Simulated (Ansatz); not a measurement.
## Response to strain in Ag

Base system: Ag in the fcc (Cu type) structure (space group Fm-3m, No. 225; relaxed with 0.1 eV smearing).

```
Ag
1.0
    0.00000     2.05214     2.05214
    2.05214     0.00000     2.05214
    2.05214     2.05214     0.00000
Ag
1
Direct
  0.00000   0.00000   0.00000
```

Cartesian axes are those of the cell as printed.

Strains are applied to the cell and any free atomic positions relax; under biaxial strain the out-of-plane vector relaxes too; under stress the whole cell relaxes.

Level of theory: Ansatz (a first-principles code) r2SCAN, no SOC.

Candidates:
(a) biaxial strain +4.88 %, plane normal [001], relaxed out of plane
(b) uniaxial stress, 3 GPa tension along x
(c) isotropic strain −0.55 %

Notes on the quantities. energy relative to the base: free energy F.

Q: Order them by energy relative to the base, highest first.

A: (a) biaxial strain +4.88 %, plane normal [001], relaxed out of plane (+13 meV/atom), (b) uniaxial stress, 3 GPa tension along x (+8.3 meV/atom), (c) isotropic strain −0.55 % (+1.6 meV/atom)

Beyond what the load breaks, stability against distortions was not tested.
